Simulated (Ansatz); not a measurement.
Base system: AgI in the zinc blende structure (space group F-43m, No. 216; a = 6.450 Å). Axes: x, y, z lie along the cube axes.

Calculations: Kohn–Sham DFT with the PBEsol functional, run in Ansatz (a program for electronic structure) with PAW and 420 eV plane waves, no spin-orbit coupling.

Strains are applied to the cell and any free atomic positions relax; under biaxial strain the out-of-plane vector relaxes too.

One change was made to it. Results:

The pressure goes from zero to -1.99 GPa; the energy goes up by 16 meV/atom; the valley order (the lowest conduction-band minima on the path, energy above the VBM, named in the base's zone) goes from Γ 1.20 eV; L along ⟨111⟩ 2.64 eV to Γ 1.21 eV; L along ⟨111⟩ 2.68 eV.

Task: Which change produced these results?
(A) tensor shear ε_xz = +2.49 %
(B) biaxial strain +1.08 %, plane normal [001], relaxed out of plane
(C) isotropic strain +2.37 %

Result: C, isotropic strain +2.37 %. For comparison, the valley order in the other runs: biaxial strain +1.08 %, plane normal [001], relaxed out of plane gives Γ 1.17 eV; L along [1-1-1] 2.61 eV; tensor shear ε_xz = +2.49 % gives Γ 1.17 eV; L along [1-1-1] 2.50 eV.

Spin-orbit coupling, missing from the scalar runs, can matter with I. The levels and masses belong to the bands next to the band gap. Stability against distortions was not tested.
